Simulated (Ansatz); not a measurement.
Start from MgS in the rock salt structure (space group Fm-3m, No. 225; a = 5.1820 Å). Axes: x, y, z lie along the cube axes.

Computed with Ansatz (a program for electronic structure) PBEsol, scalar-relativistic without spin-orbit coupling.

Now apply this change: the cell is scaled by 1.0106 in all directions; the atoms relax in the strained cell.

Question: Predict the stress tensor and what it implies for the stiffness.

Answer: Stress of the strained cell less that of the base (GPa, compression positive):
```
  -2.32    0.00    0.00
   0.00   -2.32    0.00
   0.00    0.00   -2.32
```

Then B = −ΔP/(ΔV/V₀) with ΔV/V₀ = 0.0321 gives secant stiffness values (nonlinear terms included at this strain): B ≈ 72 GPa.

As a check, the harmonic strain energy −½ V₀ Δσ:ε is 4.0 meV/atom; the computed energy rise is 4.1 meV/atom.

Stability against distortions was not tested.
